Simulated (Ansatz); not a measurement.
# Response to strain in Ti

Base system: Ti in the hcp (Mg type) structure (space group P6_3/mmc, No. 194; relaxed with 0.1 eV smearing).

```xyz
2
Lattice="2.9364 0.0000 0.0000 -1.4682 2.5430 0.0000 0.0000 0.0000 4.6402" Properties=species:S:1:pos:R:3 pbc="T T T"
Ti     0.0000     1.6953     3.4802
Ti     1.4682     0.8477     1.1601
```

Cartesian axes are those of the cell as printed.

Strains are applied to the cell and any free atomic positions relax.

Level of theory: Ansatz (a quantum-chemistry and plane-wave program) r2SCAN, spin-orbit coupling left out.

Notes on the quantities. energy relative to the base: free energy F; pressure: mean of the normal stresses, compression positive.

| variant | energy relative to the base | volume per atom | pressure |
|---|---|---|---|
| base | 0 meV/atom | 17.32 Å³ | 0.0 GPa |
| isotropic strain −4.10 % | +106 meV/atom | 15.28 Å³ | 18.1 GPa |
| uniaxial strain ε_xx = −0.26 % | +0.1 meV/atom | 17.28 Å³ | ? |
| uniaxial strain ε_yy = −2.28 % | +5.2 meV/atom | 16.93 Å³ | ? |

Some entries are withheld; estimate them.


- uniaxial strain ε_xx = −0.26 %, pressure: 0.3 GPa
- uniaxial strain ε_yy = −2.28 %, pressure: 2.8 GPa

Whether these cells are dynamically stable was not tested. The final runs are not spin-polarised.
